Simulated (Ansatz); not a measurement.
Here is the system:

```yaml
crystal:
  lattice:
    - [0.02328, 3.06030, 3.06030]
    - [3.06030, 0.02328, 3.06030]
    - [3.06030, 3.06030, 0.02328]
  atoms:
    - { symbol: In, position: [0.00062, 0.00062, 0.00062] }
    - { symbol: As, position: [0.24938, 0.24938, 0.24938] }
```

These are r2SCAN with spin-orbit coupling, rigid bands (plane waves, PAW; Ansatz, a program for electronic structure) values and carry that method's errors. Condition of this run: uniaxial stress along [111] of -0.8 GPa (compression positive) (the target of the relaxation). How the cell was made: cell and atoms relaxed with PBEsol, then loaded as said.

Task: Is this a good metal at this level?

Result: No. No gap is resolved, and few carriers conduct, as in a semimetal or a zero-gap semiconductor. N(E_F) = 0.00076 states/eV a cell at 300 K and the Drude plasma energy along the best axis is 0.116 eV, several times under that of a simple or noble metal.
